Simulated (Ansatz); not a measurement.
Cu2O: pressure series

Base system: Cu₂O (space group Pn-3m, No. 224).

```yaml
crystal:
  lattice:
    - [4.29840, 0.00000, 0.00000]
    - [0.00000, 4.29840, 0.00000]
    - [0.00000, 0.00000, 4.29840]
  atoms:
    - { symbol: Cu, position: [0.75000, 0.75000, 0.75000] }
    - { symbol: Cu, position: [0.75000, 0.25000, 0.25000] }
    - { symbol: Cu, position: [0.25000, 0.75000, 0.25000] }
    - { symbol: Cu, position: [0.25000, 0.25000, 0.75000] }
    - { symbol: O, position: [0.00000, 0.00000, 0.00000] }
    - { symbol: O, position: [0.50000, 0.50000, 0.50000] }
```

Cell and atoms are relaxed at each pressure.

Level of theory: PBE (Ansatz, an electronic-structure program), no SOC.

```json
[
 {"change": "base", "band gap": "0.48 eV", "density": "5.98 g/cm³", "electron mass": "0.93 mₑ (at Γ)"},
 {"change": "pressure −2 GPa", "band gap": "…", "density": "5.87 g/cm³", "electron mass": "0.92 mₑ (at Γ)"},
 {"change": "pressure −1 GPa", "band gap": "0.46 eV", "density": "5.93 g/cm³", "electron mass": "0.93 mₑ (at Γ)"},
 {"change": "pressure 0.3 GPa", "band gap": "0.48 eV", "density": "6.00 g/cm³", "electron mass": "0.93 mₑ (at Γ)"},
 {"change": "pressure 0.7 GPa", "band gap": "…", "density": "6.02 g/cm³", "electron mass": "0.93 mₑ (at Γ)"},
 {"change": "pressure 1.5 GPa", "band gap": "0.50 eV", "density": "6.06 g/cm³", "electron mass": "0.94 mₑ (at Γ)"},
 {"change": "pressure 3 GPa", "band gap": "0.53 eV", "density": "6.14 g/cm³", "electron mass": "0.94 mₑ (at Γ)"},
 {"change": "pressure 5 GPa", "band gap": "0.57 eV", "density": "6.23 g/cm³", "electron mass": "0.95 mₑ (at Γ)"},
 {"change": "pressure 7.5 GPa", "band gap": "0.61 eV", "density": "6.34 g/cm³", "electron mass": "0.96 mₑ (at Γ)"},
 {"change": "pressure 10 GPa", "band gap": "0.65 eV", "density": "6.45 g/cm³", "electron mass": "0.96 mₑ (at Γ)"}
]
```

### Question
Some entries are withheld; estimate them.

### Answer

- pressure −2 GPa, band gap: 0.44 eV
- pressure 0.7 GPa, band gap: 0.49 eV

Load acts through the strain it causes; cell and atoms are relaxed under it. Effective masses come from finite differences of ±0.01 Å⁻¹. No phonon test of stability was made. Competing high-pressure phases were not computed. No Hubbard U is applied. The final runs are not spin-polarised.
